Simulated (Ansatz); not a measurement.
Migration barriers of interstitials in oxides: PBE bands (Ansatz, a quantum-chemistry and plane-wave program, plane waves to 420 eV, PAW, climbing-image NEB) beside r2SCAN single points (500 eV) at the PBE geometries. Forward barriers of single hops from the lowest site run, static nuclei, no finite-size correction. The rows are a random draw from the bands that converged and passed our checks of state and shape. Saddle orders were checked for a part of the study's bands only and are not shown. Charge states are imposed.

```tsv
Defect	Route	Hop (Å), direction in the unit cell	End over start, densest mesh run (eV)	Cell and PBE mesh	r2SCAN k-points	PBE (eV)	r2SCAN (eV)
interstitial Cu in rock-salt MgO, charge +1	Cu moves farthest	2.11 along (0.00, 0.00, 0.50)	0.00	64 sites, Γ	same mesh	0.29	0.29
interstitial F in anatase TiO2, charge -1	F moves farthest	1.59 along (0.23, 0.23, -0.11)	0.00	108 sites, Γ	same mesh	0.32	0.35
interstitial O in wurtzite ZnO, charge 0	O moves farthest	1.15 along (-0.05, -0.17, 0.20)	0.00	72 sites, one k-point at (0.125, 0.250, 0.250)	same mesh	0.21	0.23
interstitial O in ferroelectric LiNbO3, charge -2	O moves farthest	1.25 along (0.12, -0.11, -0.05)	0.00	120 sites, Γ	same mesh	0.62	0.65
interstitial Na in wurtzite ZnO, charge +1	Na moves farthest	1.92 along (0.59, 0.40, 0.16)	0.80	72 sites, one k-point at (0.125, 0.250, 0.250)	same mesh	0.94	[?]
interstitial Li in wurtzite ZnO, charge +1	Li moves farthest	1.91 along (0.67, 0.34, -0.04)	0.63	72 sites, one k-point at (0.125, 0.250, 0.250)	same mesh	0.66	[?]
interstitial Ca in corundum, charge +2	Ca moves farthest	1.95 along (0.00, 0.00, 0.15)	0.00	120 sites, Γ	same mesh	1.13	1.10
interstitial Mg in alpha quartz, charge +2	Mg moves farthest	1.20 along (0.24, 0.00, 0.00)	0.30	72 sites, Γ	same mesh	0.33	0.41
```

Q: Fill in the missing entries.

A: 
- interstitial Na in wurtzite ZnO, charge +1, r2SCAN (eV): 0.96
- interstitial Li in wurtzite ZnO, charge +1, r2SCAN (eV): 0.68
